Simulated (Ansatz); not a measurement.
The reference is Mg$_{2}$Si (space group Fm-3m, No. 225; a = 6.364 Å).

The values are results of PBE/PAW in Ansatz (a first-principles code), no spin-orbit coupling, earlier PAW set, not measurements.

Carriers are added at fixed cell with a uniform background; the Fermi–Dirac width is that of 300 K.

One change was made to it. Results:

The Fermi level relative to the doped band's edge (positive inside the band; to 0.05 eV) comes out as +0.30 eV; the gap between the host's bands grows by 0.08 eV to 0.30 eV; the gap character stays indirect, Γ → X.

Problem. Which change produced these results?
A) electrons 7.0×10^21 cm⁻³
B) holes 7.0×10^21 cm⁻³
C) holes 2.0×10^21 cm⁻³

Solution. C, holes 2.0×10^21 cm⁻³. For comparison, the Fermi level from band edge in the other runs: electrons 7.0×10^21 cm⁻³ gives +1.00 eV; holes 7.0×10^21 cm⁻³ gives +0.65 eV.

Charged cell with a jellium background: band edges are those of the host's band count, energies are not comparable with the neutral cell, and many-body gap narrowing is missing. Stability against distortions was not tested. The zero or small gap of Mg2Si can change with the level of theory.
